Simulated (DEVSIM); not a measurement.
Structure: abrupt Ge p-n junction, at 300 K.

| layer (left to right) | material | thickness (μm) | Nd (cm⁻³) | Na (cm⁻³) | τn (s) | τp (s) |
|---|---|---|---|---|---|---|
| 1 | Ge | 1.50 | - | 1.1e15 | 1.5e-6 | 5e-5 |
| 2 | Ge | 69.0 | 4.6e16 | - | 5e-5 | 5e-5 |

Left contact: ohmic. Right contact: ohmic. Voltage is applied to the left contact. Recombination: SRH at mid-gap, radiative, Auger. Mobility is μmin + (μ − μmin)/(1 + (N/Nref)^α).

This is a model device: material constants are rounded textbook-type values typed into the input, and sizes, dopings and lifetimes were drawn at random. Values at 300 K.

```tsv
parameter	Ge
gap (eV)	0.664
affinity (eV)	4
permittivity	16
Nc (cm⁻³)	1.04e19
Nv (cm⁻³)	6e18
μn (cm²/Vs)	3900
μp (cm²/Vs)	1900
μn,min	150
μp,min	100
Nref,n	2.6e17
Nref,p	4e17
αn	0.56
αp	0.6
B (cm³/s)	6.4e-14
Cn (cm⁶/s)	1e-31
Cp (cm⁶/s)	1e-31
```

Model (solved in DEVSIM): 1D drift-diffusion, Boltzmann statistics, complete ionisation; no tunnelling, impact ionisation, image-force lowering or self-heating.

Tabulate band edges, carrier densities and field at zero bias.

Energies count from the Fermi level of the right contact; mesh points crowd at the junctions.

| x (μm) | Ec (eV) | Ev (eV) | n (cm⁻³) | p (cm⁻³) | field (V/cm) |
|---|---|---|---|---|---|
| 0.000 | 0.442 | -0.222 | 4.0e11 | 1.1e15 | ≈ 0 |
| 0.03674 | 0.442 | -0.222 | 4.0e11 | 1.1e15 | ≈ 0 |
| 0.1279 | 0.442 | -0.223 | 4.0e11 | 1.1e15 | ≈ 0 |
| 0.3691 | 0.441 | -0.223 | 4.0e11 | 1.1e15 | -31 |
| 1.061 | 0.400 | -0.264 | 2.0e12 | 2.2e14 | -2300 |
| 1.338 | 0.292 | -0.372 | 1.3e14 | 3.4e12 | -5600 |
| 1.449 | 0.219 | -0.445 | 2.2e15 | 2.0e11 | -7900 |
| 1.502 | 0.169 | -0.495 | 1.5e16 | 2.9e10 | -11000 |
| 1.543 | 0.146 | -0.518 | 3.7e16 | 1.2e10 | -2400 |
| 1.646 | 0.140 | -0.524 | 4.6e16 | 9.5e9 | -25 |
| 1.929 | 0.140 | -0.524 | 4.6e16 | 9.5e9 | ≈ 0 |
| 3.080 | 0.140 | -0.524 | 4.6e16 | 9.5e9 | ≈ 0 |
| 5.576 | 0.140 | -0.524 | 4.6e16 | 9.5e9 | ≈ 0 |
| 11.95 | 0.140 | -0.524 | 4.6e16 | 9.5e9 | ≈ 0 |
| 37.38 | 0.140 | -0.524 | 4.6e16 | 9.5e9 | ≈ 0 |
| 57.55 | 0.140 | -0.524 | 4.6e16 | 9.5e9 | ≈ 0 |
| 65.45 | 0.140 | -0.524 | 4.6e16 | 9.5e9 | ≈ 0 |
| 68.62 | 0.140 | -0.524 | 4.6e16 | 9.5e9 | ≈ 0 |
| 69.99 | 0.140 | -0.524 | 4.6e16 | 9.5e9 | ≈ 0 |
| 70.31 | 0.140 | -0.524 | 4.6e16 | 9.5e9 | ≈ 0 |
| 70.44 | 0.140 | -0.524 | 4.6e16 | 9.5e9 | ≈ 0 |
| 70.50 | 0.140 | -0.524 | 4.6e16 | 9.5e9 | ≈ 0 |
